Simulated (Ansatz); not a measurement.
A self-consistent single point of Ti (P-3m1, 2 atoms in the cell) with Ansatz (a first-principles code).

Computed with LDA (PW92), harder PAW files (source: ansatz) made with PBE (plane waves; Ansatz).

```xyz
2
Lattice="1.4676 -2.5420 0.0000 1.4676 2.5420 0.0000 0.0000 0.0000 4.6566" Properties=species:S:1:pos:R:3 pbc="T T T"
Ti     1.4676     0.8473     1.2141
Ti     1.4676    -0.8473     3.4924
```

Reference input (self-consistent single point, DFT, LDA (PW92), plane waves, default PAW files made with PBE): basis.ecutwfc = 30.9 Ry; kpoints.mp_grid.grid = 13 13 7; hamiltonian.xc = lda; hamiltonian.pseudopotentials = {kind: paw} (the program's default PAW files); scf.occupations.method = fermi_dirac; scf.occupations.width = 0.0073 Ry. This run's input differs from it in these lines:

Ansatz 0.2 input:
```diff
@@ -9,3 +9,3 @@
 basis:
-  ecutwfc: 30.9 Ry
+  ecutwfc: 46.3 Ry
 kpoints:
@@ -17,2 +17,3 @@
     kind: paw
+    source: ansatz
 scf:
```

The program printed (abridged):

```
SCF iter   1: F=—  HF=-4903.166634 eV  |F-HF|=—  |Δ(HF+E_count)|=         —  Δρ=1.34e-1  dr2=6.95e0  ethr=3.10e-3  ⟨swp⟩=3.5  Hψ=7644  notcnv=0
all-band conjugate gradients solve this SCF's bands
preconditioner: auto → none
SCF iter   2: F=—  HF=-4901.243606 eV  |F-HF|=—  |Δ(HF+E_count)|=    1.92e0  Δρ=6.24e-2  dr2=1.53e0  ethr=3.10e-3  ⟨swp⟩=2.1  Hψ=4808  notcnv=0
   [... lines left out ...]
SCF iter   5: F=—  HF=-4900.746482 eV  |F-HF|=—  |Δ(HF+E_count)|=   4.72e-3  Δρ=8.14e-4  dr2=2.31e-4  ethr=4.95e-5  ⟨swp⟩=2.0  Hψ=2996  notcnv=0  defer=18
SCF iter   6: F=—  HF=-4900.746417 eV  |F-HF|=—  |Δ(HF+E_count)|=   6.56e-5  Δρ=1.47e-4  dr2=5.39e-6  ethr=9.61e-7  ⟨swp⟩=2.9  Hψ=4511  notcnv=0  defer=18
SCF iter   7: F=—  HF=-4900.746413 eV  |F-HF|=—  |Δ(HF+E_count)|=   3.25e-6  Δρ=4.38e-5  dr2=6.05e-7  ethr=2.25e-8  ⟨swp⟩=2.5  Hψ=3323  notcnv=0  defer=18
SCF iter   8: F=-4900.746413 eV  HF=-4900.746413 eV  |F-HF|=3.18e-10  |Δ(HF+E_count)|=   1.78e-7  Δρ=1.87e-6  dr2=4.69e-10  ethr=4.17e-10  ⟨swp⟩=5.9  Hψ=10693  notcnv=0
SCF 1 converged in 8 iterations: F = -4900.746413 eV  dr2 = 4.69e-10
Free energy (F): -4900.746413 eV
Internal energy: -4900.668372 eV  (E = F + TS)
E sigma→0 (E₀):  -4900.707393 eV
Entropy (-TS):   -0.078041 eV (-39.020 meV/atom)
Fermi energy:    12.932021 eV
--- Forces (eV/Å), atoms counted from 1 ---
  atom   1  Ti    -0.00000000     0.00000000    -0.12105225
  atom   2  Ti    -0.00000000    -0.00000000     0.12105225
--- Stress (GPa, compression-positive) ---
       -8.071754      -0.000000       0.000000
        0.000000      -8.071754       0.000000
        0.000000       0.000000      -8.304826
  P = ⅓ Tr σ = -8.1494 GPa (-81.494 kbar)
  The stress holds the Pulay correction. Without it, at fixed plane waves, as pw.x and ABINIT print it: P = -8.3486 GPa
```

The run converged in 8 iterations. Against the reference run the pressure hardly changes (-8.16 to -8.15 GPa) and the largest force stays at 0.121 eV/Å.

The starting cell has typed, rounded lattice constants, without a prior relaxation at this level. Its lattice was rescaled by up to half a per cent. One atom was moved a little off its site on purpose. Spin polarisation is off. Ansatz's pressure includes its estimate of the finite-basis (Pulay) stress. The cutoff lies below the one recommended for these files.
